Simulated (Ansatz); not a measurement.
Consider SnS$_{2}$ in the rutile structure (space group P4_2/mnm, No. 136; a = 6.0706 Å, c = 3.7875 Å; a hypothetical phase, not in the database extracts checked).

The values are results of Kohn–Sham DFT with the PBEsol functional, run in Ansatz (an electronic-structure program) with PAW and 420 eV plane waves, without spin-orbit coupling, earlier PAW set, not measurements.

Base values:

```
Quantity               Value
-------------------  -------
Lattice parameter a  6.071 Å
c/a ratio              0.624
```

It is then changed as follows: a hydrostatic pressure of 30 GPa.

Problem. What happens to the lattice parameter a and c/a ratio?

Solution. The lattice parameter a drops by 0.638 Å (6.071 Å → 5.433 Å); the c/a ratio rises by 0.057 to 0.681.

Load acts through the strain it causes; cell and atoms are relaxed under it. No phonon test of stability was made. Competing high-pressure phases were not computed. All final runs are without spin polarisation.
